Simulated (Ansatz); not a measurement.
**How far PBE and r2SCAN part for Cs2AgBiF6, biaxial strain −1.14 %, plane normal [111], relaxed out of plane**

Base system: Cs$_{2}$AgBiF$_{6}$ (space group Fm-3m, No. 225; a = 9.541 Å; a cell from a computed database, its experimental status unchecked). Axes: x, y, z lie along the cube axes.

(Cell as relaxed with PBE.)

Levels (all Ansatz, a quantum-chemistry and plane-wave program, PAW): PBE (420 eV, scalar-relativistic without spin-orbit coupling); r2SCAN (500 eV, no spin-orbit coupling).

Each level relaxes its own structure.

```json
[
 {"base": "volume per atom", "PBE": "21.71 Å³", "r2SCAN": "20.50 Å³"},
 {"base": "lattice parameter a", "PBE": "9.541 Å", "r2SCAN": "9.359 Å"},
 {"base": "band gap", "PBE": "2.76 eV", "r2SCAN": "3.19 eV"}
]
```

It is then changed as follows: compressive biaxial strain of 1.14 % in the plane normal to [111], as in epitaxy on a mismatched substrate; the out-of-plane cell vector and the atoms relax.

```csv
quantity,PBE,r2SCAN
"valley order (the lowest conduction-band minima on the path, energy above the VBM, named in the base's zone)","L along [1-1-1] 2.75 eV; L along [111] 2.75 eV; a point along [1-10], about 0.3 Å⁻¹ from Γ 3.02 eV; a point along [010], about 0.3 Å⁻¹ from Γ 3.21 eV",…
out-of-plane strain,+1.36 %,…
smallest direct gap,3.48 eV,…
```

**Question.** Given the PBE results, estimate those of r2SCAN.

**Answer.** 
- valley order (the lowest conduction-band minima on the path, energy above the VBM, named in the base's zone), r2SCAN: L along [1-1-1] 3.18 eV; L along [111] 3.19 eV; a point along [1-10], about 0.4 Å⁻¹ from Γ 3.41 eV; a point along [010], about 0.3 Å⁻¹ from Γ 3.57 eV
- out-of-plane strain, r2SCAN: +1.52 %
- smallest direct gap, r2SCAN: 3.96 eV

Both order the valleys alike; PBE's out-of-plane strain lies 0.16 % below r2SCAN's; PBE's smallest direct gap lies 0.48 eV below r2SCAN's. Neither level is exact; r2SCAN is the comparison here, not a measurement.

Spin-orbit coupling, missing from the scalar runs, can matter with Bi. No phonon test of stability was made.
